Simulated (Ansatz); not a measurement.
The starting structures come from a database of crystals and need not be the phases stable at ambient conditions.

 Where the default PAW files enter, the runs use the earlier of Ansatz's two default sets.

By LDA, the system below comes out a metal.

A figure of merit of an interconnect metal is its ballistic conductance per area.

Input:

```
InSb
1.0
    3.16079     0.00000     0.00000
   -1.58039     4.24824     0.00000
    1.58039     0.21616     4.24274
In Sb
1 1
Cartesian
  2.85211   2.23220   2.12137
  2.68190   0.00000   0.00000
```

Space group of this cell: Imm2. The cell is taken as given; by LDA its mean pressure is -4.3 GPa.

The current flows along the normal of the first two printed cell vectors. No spin-orbit coupling; the value is a mean over 0.1 eV about the Fermi level.

Q: Compute, with LDA (Ansatz, a quantum-chemistry and plane-wave program), the ballistic conductance per area.

A: 0.74 × 10¹⁵ S/m² for both spins.
